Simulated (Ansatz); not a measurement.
Consider a periodic stack without vacuum, hcp Mg (0 0 1) on wurtzite GaN (0 0 1) (film strained to the substrate, faces as cut): substrate slab Ga6N6, film Mg4, surface cells [[0, -1], [1, 0]] and [[0, -1], [1, 0]], film strained by +0.6 and +0.6 %, faces N/Ga and Mg/Mg as cut (like faces can put a slab off its formula). Its start:

```yaml
crystal:
  lattice:
    - [3.21846, 0.00002, -0.01733]
    - [1.60926, 2.78726, 0.01076]
    - [-0.67672, 0.18078, 25.66052]
  atoms:
    - { symbol: Ga, position: [0.60294, 0.71726, 0.05878] }
    - { symbol: Ga, position: [0.30973, 0.36669, 0.16085] }
    - { symbol: N, position: [0.63359, 0.70404, 0.13431] }
    - { symbol: N, position: [0.25942, 0.38828, 0.02767] }
    - { symbol: Ga, position: [0.67645, 0.68701, 0.26311] }
    - { symbol: Ga, position: [0.37403, 0.34185, 0.36546] }
    - { symbol: N, position: [0.69924, 0.67839, 0.33940] }
    - { symbol: N, position: [0.33444, 0.35717, 0.23680] }
    - { symbol: Ga, position: [0.73589, 0.66442, 0.46780] }
    - { symbol: Ga, position: [0.43040, 0.32108, 0.57280] }
    - { symbol: N, position: [0.75475, 0.65750, 0.54434] }
    - { symbol: N, position: [0.39523, 0.33389, 0.44182] }
    - { symbol: Mg, position: [0.41734, 0.81630, 0.66809] }
    - { symbol: Mg, position: [0.78735, 0.12936, 0.76917] }
    - { symbol: Mg, position: [0.50389, 0.76984, 0.86894] }
    - { symbol: Mg, position: [0.89960, 0.06693, 0.96643] }
```

The start was prepared with a machine-learned potential, and the result is one local minimum, with the in-plane cell held and forces under 0.04 eV/Å; the film can end far from its bulk form.

Calculation: PBE (plane waves to 420 eV, PAW; Ansatz, a quantum-chemistry and plane-wave program). No spin–orbit coupling; the runs are not spin-polarised; PBE gaps are too small against experiment. Its k-point mesh 11×11×1, Fermi–Dirac width 0.05 eV.

Q: Predict the relaxed interface.

A: 
| Quantity | Result |
|---|---|
| interface area | 9.0 Å² |
| period | 25.57 Å |
| gaps between the outermost planes at the two interfaces | 2.33 and 1.59 Å |
| Ga–Mg contacts across the interfaces within 1.22 times the sum of covalent radii | 6, mean 3.00 Å |
| Mg–N contacts across the interfaces within 1.22 times the sum of covalent radii | 3, mean 2.45 Å |
